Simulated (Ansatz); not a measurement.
```
CELL_PARAMETERS angstrom
      0.00000     1.85839     1.85839
      1.85839     0.00000     1.85839
      1.85839     1.85839     0.00000
ATOMIC_POSITIONS crystal
  N  0.75000 0.75000 0.75000
  B  0.00000 0.00000 0.00000
```

No spin polarisation.

A single point on BN with a change (isotropic strain +2.54 %), its geometry relaxed with PBE.

Method: Ansatz (a program for electronic structure), r2SCAN, PAW, cutoff 500 eV, spin-orbit coupling left out. k-mesh 16×16×16 (Γ-centred); smearing 0.05 eV (Fermi–Dirac).

Question: What width of the top valence band does the calculation give?

Answer: 6.10 eV.

Question: What is the computed band gap?

Answer: 4.88 eV.

Question: What smallest direct gap does the calculation give?

Answer: 9.14 eV.

Question: What electron mass does the calculation give?

Answer: 0.91 mₑ along k, 0.30 mₑ across (at X).

Single points use the geometry relaxed with PBE. Masses are band curvatures over ±0.01 Å⁻¹ around the edge. Along k means along the line from Γ to the band edge. Whether these cells are dynamically stable was not tested. The cell was made from BN in the zinc blende structure (space group F-43m, No. 216) by this change: isotropic strain +2.54 %.
